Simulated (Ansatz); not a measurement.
Start from ZrS$_{2}$ in the CdI2 type structure (space group P-3m1, No. 164; a = 3.635 Å, c = 5.720 Å; layered, stacked along the Cartesian z axis). Axes: x lies along a and z along c of the hexagonal cell.

The values are results of PBE-D3(BJ), PAW, 420 eV (Ansatz, a quantum-chemistry and plane-wave program; spin-orbit coupling left out), not measurements.

For the base:

```
Property   Result
--------  -------
Band gap  0.66 eV
```

Perturbation: compressive biaxial strain of 2.50 % in the plane normal to [001], as in epitaxy on a mismatched substrate; the out-of-plane cell vector and the atoms relax.

Question: What does the calculation give for the out-of-plane strain after the change?

Answer: The out-of-plane strain comes out as +0.88 %.

Question: How does this affect the band gap?

Answer: The band gap drops by 0.16 eV (0.66 eV → 0.50 eV).

Gaps are Kohn–Sham eigenvalue differences; semilocal functionals usually give less than the measured gap. Whether these cells are dynamically stable was not tested.
